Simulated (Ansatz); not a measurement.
AlN, response to strain

Base system: AlN in the wurtzite structure (space group P6_3mc, No. 186).

```yaml
crystal:
  lattice:
    - [3.11381, 0.00000, 0.00000]
    - [-1.55691, 2.69664, 0.00000]
    - [0.00000, 0.00000, 4.98335]
  atoms:
    - { symbol: Al, position: [0.33333, 0.66667, 0.00000] }
    - { symbol: Al, position: [0.66667, 0.33333, 0.50000] }
    - { symbol: N, position: [0.33333, 0.66667, 0.38200] }
    - { symbol: N, position: [0.66667, 0.33333, 0.88200] }
```

Cartesian axes are those of the cell as printed.

Strains are applied to the cell and any free atomic positions relax; under biaxial strain the out-of-plane vector relaxes too.

Calculations: PBEsol/PAW in Ansatz (a program for electronic structure), no spin-orbit coupling.

| biaxial strain, plane normal [001], relaxed out of plane (%) | out-of-plane strain (%) |
|---|---|
| -3 | 1.70 |
| -2.4 | 1.37 |
| -1.8 | 1.04 |
| -1.2 | 0.71 |
| -0.6 | ? |
| 0 | 0.00 |

Q: Fit ε⊥ = −νε + γε² (strains in %) to the rows shown and predict the withheld row.

A: Least squares on the printed values gives ν = 0.60 (the biaxial Poisson response) and γ = -0.012 (largest residual 0.01 %); this predicts 0.36 %, and the run gives 0.36 %, in agreement.

Whether these cells are dynamically stable was not tested.
